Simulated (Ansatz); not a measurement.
Take InSe (space group P6_3/mmc, No. 194; layered, stacked along the Cartesian z axis) as the base.

```cif
data_In4Se4
_chemical_formula_sum 'In4 Se4'
_space_group_name_H-M_alt 'P 1'
_space_group_IT_number 1
_cell_length_a 4.03209
_cell_length_b 4.03209
_cell_length_c 16.76410
_cell_angle_alpha 90.000
_cell_angle_beta 90.000
_cell_angle_gamma 120.000
loop_
_space_group_symop_operation_xyz
  'x, y, z'
loop_
_atom_site_label
_atom_site_type_symbol
_atom_site_fract_x
_atom_site_fract_y
_atom_site_fract_z
_atom_site_occupancy
In1 In 0.33333 0.66667 0.66668 1
In2 In 0.66667 0.33333 0.16668 1
In3 In 0.66667 0.33333 0.33332 1
In4 In 0.33333 0.66667 0.83332 1
Se1 Se 0.33333 0.66667 0.08992 1
Se2 Se 0.66667 0.33333 0.58992 1
Se3 Se 0.66667 0.33333 0.91008 1
Se4 Se 0.33333 0.66667 0.41008 1
```

Computed with Ansatz (an electronic-structure program) PBE-D3(BJ), scalar-relativistic without spin-orbit coupling.

Before the change:

```
Item                 Value
-------------  -----------
Gap character  direct at Γ
```

The change: 0.472 holes added to each cell, a density of 2.0×10^21 cm⁻³, with a uniform compensating background at fixed cell and a 300 K Fermi–Dirac width.

### Question
What happens to the Fermi level from band edge, largest internal atomic displacement and gap character?

### Answer
The Fermi level relative to the doped band's edge (positive inside the band; to 0.05 eV) amounts to +0.70 eV; the largest internal atomic displacement is 0.012 Å; the gap character remains direct at Γ.

Charged cell with a jellium background: band edges are those of the host's band count, energies are not comparable with the neutral cell, and many-body gap narrowing is missing. Gaps are read on the SCF mesh and a high-symmetry path. Stability against distortions was not tested.
